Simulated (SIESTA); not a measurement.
A self-consistent single point of SrCl2 (P1, 3 atoms in the cell) with SIESTA.

Level of theory: GGA PBE, numerical atomic orbitals DZP, PseudoDojo PBE standard norm-conserving potentials (rewritten from UPF to PSML) in SIESTA 5.4.2.

The change in words: lattice scaled by 0.98. Reference geometry:
```xyz
3
Lattice="0.0000 3.4900 3.4900 3.4900 0.0000 3.4900 3.4900 3.4900 0.0000" Properties=species:S:1:pos:R:3 pbc="T T T"
Sr    -0.0228    -0.0011    -0.0406
Cl     1.7643     1.7074     1.7397
Cl     5.2385     5.2737     5.2809
```

Reference input (self-consistent single point, DFT, GGA PBE, numerical atomic orbitals DZP, PseudoDojo PBE standard norm-conserving potentials (rewritten from UPF to PSML)): XC.functional = GGA; XC.authors = PBE; potentials = PseudoDojo PBE standard; PAO.BasisSize = DZP; PAO.EnergyShift = 0.005 Ry; MeshCutoff = 400 Ry; kgrid.MonkhorstPack = 4 4 4; OccupationFunction = FD; ElectronicTemperature = 580.23 K; MaxSCFIterations = 150; SCF.Mixer.Method = Pulay; SCF.Mixer.Weight = 0.2. This run's input differs from it in these lines:

```diff
@@ -12,5 +12,5 @@
 %block LatticeVectors
-     0.000000000    6.595144175    6.595144175
-     6.595144175    0.000000000    6.595144175
-     6.595144175    6.595144175    0.000000000
+     0.000000000    6.463241291    6.463241291
+     6.463241291    0.000000000    6.463241291
+     6.463241291    6.463241291    0.000000000
 %endblock LatticeVectors
@@ -18,5 +18,5 @@
 %block AtomicCoordinatesAndAtomicSpecies
-    -0.043112457   -0.002117041   -0.076675146  1
-     3.334030044    3.226562170    3.287474922  2
-     9.899370763    9.965843221    9.979488574  2
+    -0.042250208   -0.002074700   -0.075141643  1
+     3.267349444    3.162030927    3.221725423  2
+     9.701383348    9.766526357    9.779898803  2
 %endblock AtomicCoordinatesAndAtomicSpecies
```

Output (repeated stretches shortened):

```
        iscf     Eharris(eV)        E_KS(eV)     FreeEng(eV)     dDmax    Ef(eV) dHmax(eV)
   scf:    1    -1827.885277    -1829.337284    -1829.337284  1.626551 -6.698653  2.264438
   scf:    2    -1829.627317    -1829.489708    -1829.489708  0.063373 -4.140121  1.599945
   scf:    3    -1829.654230    -1829.596426    -1829.596426  0.116042 -4.555430  0.297992
   scf:    4    -1829.599717    -1829.598376    -1829.598376  0.017479 -4.700494  0.034758
   scf:    5    -1829.598363    -1829.598405    -1829.598405  0.004657 -4.684713  0.013106
   scf:    6    -1829.598372    -1829.598415    -1829.598415  0.005200 -4.692591  0.022620
   scf:    7    -1829.598469    -1829.598448    -1829.598448  0.002310 -4.683379  0.002202
   scf:    8    -1829.598448    -1829.598448    -1829.598448  0.000199 -4.683011  0.000717
   scf:    9    -1829.598448    -1829.598448    -1829.598448  0.000046 -4.682620  0.000014
   scf:   10    -1829.598448    -1829.598448    -1829.598448  0.000001 -4.682617  0.000012
SCF Convergence by DM+H criterion
max |DM_out - DM_in|         :     0.0000012872
max |H_out - H_in|      (eV) :     0.0000115323
SCF cycle converged after 10 iterations

Using DM_out to compute the final energy and forces

siesta: E_KS(eV) =            -1829.5984

siesta: E_KS - E_eggbox =     -1829.5984

siesta: Atomic forces (eV/Ang):
     1    0.257896    0.019679    0.397046
     2   -0.161936    0.243103   -0.046592
     3   -0.094479   -0.260472   -0.350398
   Tot    0.001481    0.002310    0.000055
   Max    0.397046
   Res    0.238418    sqrt( Sum f_i^2 / 3N )
   Max    0.397046    constrained

Stress tensor Voigt[x,y,z,yz,xz,xy] (kbar):      -53.99      -54.86      -53.72        1.39       -9.14       -5.45
(Free)E + p*V (eV/cell)    -1826.8920
Target enthalpy (eV/cell)    -1829.5984

   [... lines left out ...]
siesta: FreeEng =     -1829.598448
   [... lines left out ...]
siesta:    -0.033697   -0.003402   -0.005706
siesta:    -0.003402   -0.034240    0.000866
siesta:    -0.005706    0.000866   -0.033532

siesta: Cell volume =         80.017412 Ang**3

siesta: Pressure (static):
siesta:                Solid            Molecule  Units
siesta:           0.00036838          0.00053297  Ry/Bohr**3
siesta:           0.03382320          0.04893497  eV/Ang**3
siesta:          54.19073565         78.40246562  kBar
```

The run converged in 10 iterations. Against the reference run the free energy goes up by 38.3 meV/atom, the pressure goes from 2.14 to 5.42 GPa, the largest force goes from 0.376 to 0.474 eV/Å and the gap on the mesh goes from 5.162 to 5.425 eV.

The starting cell has typed, rounded lattice constants, without a prior relaxation at this level. Its atoms were displaced at random from the sites of space group no. 225. For this run, on top of that: lattice scaled by 0.98. Values carry the incompleteness of an atom-centred basis. The basis of the alkali or alkaline-earth atoms may lack their empty d shell, which can raise the gap. With a pressure of about 5 GPa the cell is away from its equilibrium volume at this level.
